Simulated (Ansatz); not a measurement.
Defect: Rh-vacancy pair (Rh on one host Cu site, one Cu site vacant) in fcc Cu, neutral cell. Level of theory: PBE, PAW (plane waves to 420 eV; Ansatz, a program for electronic structure).

Settings: 32 host sites, the relaxed PBE lattice, a 2×2×2 k-point mesh shifted by half a step, smearing 0.10 eV, spin-restricted, no image-charge correction. No zero-point or tunnelling terms. Forms of the defect that were not tried may lie lower.

Barriers: single points on a 4×4×4 k-point mesh shifted by half a step at the bands' geometries (they differ from the bands' own by up to 0.14 eV, and are uncertain by about as much).

Relaxed starting cell (atoms counted from 1):

```
Cu30Rh
1.0
    7.26000     0.00000     0.00000
    0.00000     7.26000     0.00000
    0.00000     0.00000     7.26000
Rh Cu
1 30
Direct
  0.99999   0.00626   0.00777
  0.00010   0.00479   0.49820
  0.00000   0.49685   0.00567
  0.99977   0.49886   0.50071
  0.49986   0.00086   0.00256
  0.49987   0.00068   0.50110
  0.50000   0.49960   0.00256
  0.49993   0.49919   0.50058
  0.99996   0.25267   0.74988
  0.00001   0.74838   0.25431
  0.99972   0.75148   0.75283
  0.49998   0.25136   0.25246
  0.49995   0.25077   0.75082
  0.49985   0.74870   0.25235
  0.49991   0.75020   0.75177
  0.25226   0.00230   0.25488
  0.25133   0.00107   0.74898
  0.24730   0.49757   0.25279
  0.24907   0.49985   0.75097
  0.74769   0.00226   0.25483
  0.74857   0.00135   0.74891
  0.75236   0.49787   0.25261
  0.75085   0.49965   0.75103
  0.25214   0.25334   0.00353
  0.24831   0.25110   0.50000
  0.25125   0.74719   0.00322
  0.24894   0.74922   0.50084
  0.74768   0.25325   0.00348
  0.75164   0.25123   0.49977
  0.74849   0.74744   0.00310
  0.75090   0.74956   0.50079
```

End state 1 differs by these moves (Å; atoms that move under 0.08 Å are left out):

```tsv
atom	element	Δx	Δy	Δz
1	Rh	0.00	1.73	1.73
```

### Question
Estimate the forward and backward barriers to end state 1 that PBE, PAW returns for this input.

### Answer
forward 1.03 eV, backward 1.03 eV; at the saddle point atom 1 has neighbours 4 Cu at 2.45, 4 Cu at 2.79 Å. The saddle point's order was not checked, and it lies on a symmetry element of the cell, where a band can be held.
